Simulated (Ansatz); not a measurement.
CrSBr (Pmmn, No. 59; cell taken from a computed entry), treated with PBE0 (plane waves, PAW; Ansatz, a program for electronic structure).

Numerical settings: plane-wave cutoff 460 eV, 6×6×4 k mesh (along the axes of the cell as run), Fermi–Dirac smearing 0.01 eV, spin-polarised start, scalar-relativistic PAW data made under PBE.

Cell (relaxed with PBEsol):

```
CrBrS
1.0
    3.48666     0.00000     0.00000
    0.00000     4.66118     0.00000
    0.00000     0.00000     8.37124
Cr S Br
2 2 2
Cartesian
  1.74333   0.00000   7.35342
  0.00000   2.33059   1.01782
  1.74333   2.33059   7.80664
  0.00000   0.00000   0.56460
  0.00000   0.00000   5.57947
  1.74333   2.33059   2.79178
```

Q: What does this level give for the band gap and smallest direct gap on the k points sampled?

A: 
- band gap: 2.63 eV (on the SCF k mesh) (indirect)
- smallest direct gap on the k points sampled: 2.67 eV

Measured, for comparison: band gap 1.5 ± 0.2 eV (150 K, no zero-point or thermal correction, scanning tunnelling spectroscopy, bulk; as tabulated in Telford et al. (2020), arXiv:2005.06110).

Note: the magnetic order was assumed, not searched for or taken from measurement; cell and atoms aren't relaxed at this level (largest force component 0.34 eV/Å, pressure 3.1 GPa); the cell has widely spaced layers and the level no dispersion term, so their spacing and the moduli can rest on weak binding.

Spin–orbit coupling is not included.

The computed numbers hold no vibrational or temperature effects.

Cost on a shared machine: around 16 core-minutes (rough).
